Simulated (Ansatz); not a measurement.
The reference is CuAu (space group P4/mmm, No. 123; a = 2.853 Å, c = 3.570 Å; relaxed with 0.1 eV smearing). Axes: x, y, z lie along a, b, c of the conventional cell.

The values are results of r2SCAN/PAW in Ansatz (a quantum-chemistry and plane-wave program), without spin-orbit coupling, not measurements.

For the base:

| Quantity | Result |
|---|---|
| Pressure | 0.0 GPa |
| Shortest interatomic distance | 5.091 bohr |
| Band gap | zero |

It is then changed as follows: the cell is stretched by 3.62 % along y with no lateral relaxation; the atoms relax in the strained cell.

Q: Estimate the effect on the pressure, energy relative to the base, shortest interatomic distance and band gap.

A: The pressure (mean of the normal stresses, compression positive) goes from zero to -5.0 GPa; the energy increases by 9.3 meV/atom; the shortest interatomic distance goes up by 0.052 bohr to 5.143 bohr; the band gap is still zero.

No phonon test of stability was made. All final runs are without spin polarisation.
